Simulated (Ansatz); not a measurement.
A working Ansatz (a first-principles code) input for TiNi (Pmma, 4 atoms in the cell) (DFT, PBEsol, plane waves, default PAW files made with PBE):

Ansatz 0.2 input:
```yaml
crystal:
  lattice:
    - [4.150191, 0.000000, 0.000000]
    - [0.000000, 2.901042, 0.000000]
    - [0.000000, 0.000000, 4.658772]
  atoms:
    - { symbol: Ti, position_ang: [1.037548, 1.450521, 3.380358] }
    - { symbol: Ti, position_ang: [3.112643, 1.450521, 1.278414] }
    - { symbol: Ni, position_ang: [1.037548, 0.000000, 0.834060] }
    - { symbol: Ni, position_ang: [3.112643, 0.000000, 3.824712] }
basis:
  ecutwfc: 420.0
kpoints:
  mp_grid: { grid: [11, 15, 9], shift: [0.5, 0.5, 0.5] }
hamiltonian:
  xc: pbesol
  pseudopotentials: { kind: paw }
scf:
  occupations: { method: cold, width: 0.2 }
output:
  forces: true
  eigenvalues: true
  stress: true
```

The run converged in 7 iterations: free energy E − TS (on the zero of these files) -16559.2242 eV; Fermi level (on the code's own zero) 15.25 eV; pressure -9.83 GPa; largest force (vector length) 0.188 eV/Å. Each of these slips is then made, one at a time:

(1)
```diff
+  max_iter: 4
```

(2)
```diff
+  convergence: { dr2_threshold: 1.0e-01 eV }
```

Task: Predict the outcome of each change.

Result: 
(1) An iteration limit that is too low. The run ended unconverged after 4 iterations.
```
did not converge after 4 iterations: dr2 = 1.80e-4 (threshold 1.00e-7), under the density mixer `msr1`, which `scf.mixing.algorithm: auto` chose by the deck's other keys (type `scf.mixing.algorithm: msr1` to keep it); raise `scf.max_iter`, which need not help a stalled SCF, or adjust the mixing (`scf.mixing`) or, under a smearing, its width (`scf.o [...]
```

(2) A convergence threshold that is too loose. The run converged in 2 iterations without an error; against the sound input the free energy hardly moves (within 1 meV/atom), the pressure hardly changes (-9.83 to -9.88 GPa) and the largest force goes from 0.188 to 0.245 eV/Å.

The starting cell comes from a database of computed structures (which also holds hypothetical and non-ambient phases and stackings), without a prior relaxation at this level. Its lattice was rescaled by a random factor within 2.5 % of one. Spin polarisation is off. In the base run, with a pressure of about -10 GPa the cell is away from its equilibrium volume at this level. Ansatz's pressure includes its estimate of the finite-basis (Pulay) stress.

Left out of this page: 3 runs of the series outside the window shown, repeating another row's setting, or not comparable; 2 runs of the series stopped by limits of time or memory.
